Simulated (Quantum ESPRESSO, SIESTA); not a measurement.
A SIESTA input for a self-consistent single point of H4BrN (P-43m, 6 atoms in the cell) (DFT, GGA PBEsol, numerical atomic orbitals DZP, PseudoDojo PBEsol standard norm-conserving potentials (rewritten from UPF to PSML)):

```
# files in the folder: H.psml Br.psml N.psml (PseudoDojo PBEsol standard)
SystemName  H4BrN
SystemLabel h4brn

NumberOfAtoms                6
NumberOfSpecies              3
%block ChemicalSpeciesLabel
  1 1 H
  2 35 Br
  3 7 N
%endblock ChemicalSpeciesLabel
LatticeConstant              1.0 Bohr
%block LatticeVectors
     7.559093471    0.000000000    0.000000000
     0.000000000    7.559093471    0.000000000
     0.000000000    0.000000000    7.559093471
%endblock LatticeVectors
AtomicCoordinatesFormat      Ang
%block AtomicCoordinatesAndAtomicSpecies
     0.596854921    0.596854921    3.403245079  1
     0.596854921    3.403245079    0.596854921  1
     3.403245079    3.403245079    3.403245079  1
     3.403245079    0.596854921    0.596854921  1
     2.000050000    2.000050000    2.000050000  2
     0.000000000    0.000000000    0.000000000  3
%endblock AtomicCoordinatesAndAtomicSpecies

XC.functional                GGA
XC.authors                   PBEsol
PAO.BasisSize                DZP
PAO.EnergyShift              0.01 Ry
MeshCutoff                   400 Ry
%block kgrid.MonkhorstPack
    4   0   0  0.0
    0   4   0  0.0
    0   0   4  0.0
%endblock kgrid.MonkhorstPack
OccupationFunction           FD
ElectronicTemperature        10 K

MaxSCFIterations             150
SCF.Mixer.Method             Pulay
SCF.Mixer.Weight             0.1
SCF.Mixer.History            8
SCF.DM.Tolerance             1.0E-04
Diag.ParallelOverK           true
WriteForces                  true
```

Question: Translate this input to Quantum ESPRESSO.

Answer: This is the input that was run; spellings and numerical settings could be chosen otherwise.

```fortran
&CONTROL
 calculation = 'scf'
 outdir = './tmp'
 pseudo_dir = './'
 verbosity = 'high'
 tprnfor = .true.
 tstress = .true.
/
&SYSTEM
 ibrav = 0
 nat = 6
 ntyp = 3
 ecutwfc = 40
 ecutrho = 200
 occupations = 'fixed'
 nbnd = 14
/
&ELECTRONS
 conv_thr = 1.0d-10
 mixing_beta = 0.3
/
ATOMIC_SPECIES
H      1.0080  h_pbesol_v1.4.uspp.F.UPF
Br    79.9040  br_pbesol_v1.4.uspp.F.UPF
N     14.0070  n_pbesol_v1.2.uspp.F.UPF
ATOMIC_POSITIONS {crystal}
H     0.1492100000    0.1492100000    0.8507900000
H     0.1492100000    0.8507900000    0.1492100000
H     0.8507900000    0.8507900000    0.8507900000
H     0.8507900000    0.1492100000    0.1492100000
Br    0.5000000000    0.5000000000    0.5000000000
N     0.0000000000    0.0000000000    0.0000000000
K_POINTS {automatic}
4 4 4  0 0 0
CELL_PARAMETERS {angstrom}
   4.0001000000     0.0000000000     0.0000000000
   0.0000000000     4.0001000000     0.0000000000
   0.0000000000     0.0000000000     4.0001000000
```

Basis settings and potentials, where a program has them, do not carry over. This input uses DFT, PBEsol, plane waves, GBRV 1.5 ultrasoft (PBESOL) pseudopotentials.

The starting cell comes from a database of computed structures (which also holds hypothetical and non-ambient phases and stackings), without a prior relaxation at this level.
